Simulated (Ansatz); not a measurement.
Ansatz (a quantum-chemistry and plane-wave program) run on Na₂Ca₃Al₂F₁₄ (P1, 42 atoms in the cell): relaxation of cell and atoms.

Method: PBEsol, default PAW files made with PBE (plane waves; Ansatz).

```xyz
42
Lattice="-5.1285 5.1285 5.1285 5.1285 -5.1285 5.1285 5.1285 5.1285 -5.1285" Properties=species:S:1:pos:R:3 pbc="T T T"
Ca     4.7940    -0.0108     2.6633
Ca     0.3540     0.0111     7.6537
Ca     2.5592     4.8319     0.0429
Ca     7.6639     0.3324    -0.0335
Ca    -0.0746     2.6004     4.8789
Ca    -0.0184     7.7061     0.3879
Al     2.4862     2.6229     2.5112
Al    -2.5399     2.4956     2.5346
Al     2.4915    -2.5142     2.5533
Al     2.5899     2.5788    -2.5440
Na     0.8730     0.8800     0.8235
Na    -0.9113     4.2895     0.9146
Na     0.8889    -0.8535     4.2369
Na     4.2939     0.8754    -0.9046
F      1.3773     3.1747     1.2376
F      3.7260    -3.2112     6.3088
F      6.6497     1.9455    -1.3424
F      3.6947     3.1407    -1.2688
F      1.2863     1.4693     3.2228
F      6.4082     3.7781    -3.1472
F     -1.2477     6.5458     2.0169
F     -1.2592     3.7651     3.1903
F      3.1331     1.1667     1.4548
F     -3.1145     6.3893     3.6683
F      1.9899    -1.2196     6.5293
F      3.2051    -1.2131     3.6301
F      3.7577     3.7465     1.9355
F      6.5011     1.4383     1.9246
F     -1.3993     1.3897     8.4392
F      6.5109    -1.3751     3.2080
F      1.8697     3.7734     3.7285
F      1.9526     6.4252     1.4462
F      8.3407    -1.4612     1.4036
F      3.2203     6.4972    -1.4460
F      3.7276     1.8728     3.6804
F      1.4738     1.8561     6.5437
F      1.3794     8.2926    -1.3894
F     -1.4090     3.1627     6.4966
F      4.7352     4.8001     4.6864
F      0.4077     5.5075    -0.3789
F     -0.4481     0.3464     5.6063
F      5.5221    -0.4078     0.3373
```

Reference input (self-consistent single point, DFT, PBEsol, plane waves, default PAW files made with PBE): kpoints.mp_grid.grid = 2 2 2; hamiltonian.xc = pbesol; hamiltonian.pseudopotentials = {kind: paw} (the program's default PAW files); scf.occupations.method = cold; scf.occupations.width = 0.01 Ry. This run's input differs from it in these lines:

```diff
@@ -55,2 +55,4 @@
   occupations: { method: cold, width: 0.01 Ry }
+relax:
+  cell: {}
 output:
```

Output (repeated stretches shortened):

```
   [... SCF lines of the steps left out ...]
relax step   1: F+E_penalty+E_count = -41248.30906432 eV  Δ(F+E_penalty+E_count) = +0.000e0 eV  max|allowed force component| = 2.346e0 eV/Å  Δτ_max = 0.0000 Å  P = +0.646 GPa  Ω = 539.549 Å³  (9 SCF iters, dr2 threshold 1.00e-7 eV, accepted)
relax step   2: F+E_penalty+E_count = -41249.08086852 eV  Δ(F+E_penalty+E_count) = -7.718e-1 eV  max|allowed force component| = 1.573e0 eV/Å  Δτ_max = 0.1154 Å  P = +0.621 GPa  Ω = 533.941 Å³  energy of the carried Pulay correction = +2.273e-2 eV  [...]
   [... lines left out ...]
relax step   6: F+E_penalty+E_count = -41249.41782621 eV  Δ(F+E_penalty+E_count) = -2.659e-3 eV  max|allowed force component| = 1.082e-3 eV/Å  Δτ_max = 0.0041 Å  P = -0.009 GPa  Ω = 533.454 Å³  energy of the carried Pulay correction = +2.458e-3 eV  [...]
relax step   7: F+E_penalty+E_count = -41249.41782622 eV  Δ(F+E_penalty+E_count) = -7.902e-9 eV  max|allowed force component| = 1.079e-3 eV/Å  Δτ_max = 0.0000 Å  P = -0.013 GPa  Ω = 533.454 Å³  stress off target by 1.54e-2 GPa  SCF on the basis [...]
basis re-selected at this cell: Δ(F+E_penalty+E_count) = -7.902e-9 eV, ΔP = -0.004 GPa vs the last step
Stability not checked (fill_not_monotonic)
Free energy (F): -41249.417826 eV
Internal energy: -41249.417826 eV  (E = F + TS)
E sigma→0 (E₀):  -41249.417826 eV
Fermi energy:    5.313618 eV
--- Forces (eV/Å), atoms counted from 1 ---
  atom   1  Ca    -0.00015076     0.00011800    -0.00002971
  atom   2  Ca     0.00011769     0.00004969     0.00031447
   [... lines left out ...]
  cell:  # Å, volume = 533.4543 Å³
   [... lines left out ...]
   [... 19 lines left out ...]
    - { symbol: F, position: [0.9204788300700069, 0.920477471910919, 0.9205053147400177] }
    - { symbol: F, position: [0.49998296295578804, 4.048096789152633e-6, 0.5795050530222956] }
    - { symbol: F, position: [0.5795267090466257, 0.5000068825182252, -1.5268149360107683e-5] }
    - { symbol: F, position: [7.259075669549531e-6, 0.5794990703069032, 0.49999508549391597] }
```

The run converged. 

Summary of the result:
| Property | Result |
|---|---|
| Free energy E − TS (on the zero of these files) | -41249.4178 eV |
| Top of the valence band (on the code's own zero) | 1.58 eV |
| Gap on the k-point mesh | 7.28 eV |
| Pressure | -0.01 GPa |
| Largest force (vector length) | 0.002 eV/Å |
| Final cell | a = 8.8490 Å, b = 8.8495 Å, c = 8.8491 Å, α = β = γ = 109.47° |
| Final volume per atom | 12.70 Å³ |
| Relaxation steps | 7 |

The starting cell comes from a database of published, mostly measured structures (it also holds non-ambient and calculated ones), without a prior relaxation at this level. Its atoms were displaced at random from the sites of space group no. 199. Ansatz's pressure includes its estimate of the finite-basis (Pulay) stress. Without the estimate this run gives -0.67 GPa.

Cost on one core of a shared machine: roughly 6 min.

Keys are those of Ansatz 0.2.
